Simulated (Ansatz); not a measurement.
Start from Al2O3 in the corundum structure (space group R-3c, No. 167; a = 4.7292 Å, c = 12.8916 Å (hexagonal axes)).

Method: LDA, PAW, 420 eV (Ansatz, a program for electronic structure; no SOC).

For the base:

```
Property     Result
--------  ---------
Pressure  -0.01 GPa
Band gap    6.43 eV
```

Perturbation: every lattice vector is stretched by 2.25 %, atoms relaxed at fixed cell.

**Question.** What does the calculation give for the pressure, band gap and energy relative to the base after the change?

**Answer.** The pressure (mean of the normal stresses, compression positive) falls by 15.05 GPa (-0.01 GPa → -15.06 GPa); the band gap decreases by 0.826 eV (6.43 eV → 5.61 eV); the energy goes up by 29 meV/atom.

The cells carry an imposed strain or load. Gaps are Kohn–Sham eigenvalue differences; semilocal functionals usually give less than the measured gap. Stability against distortions was not tested.
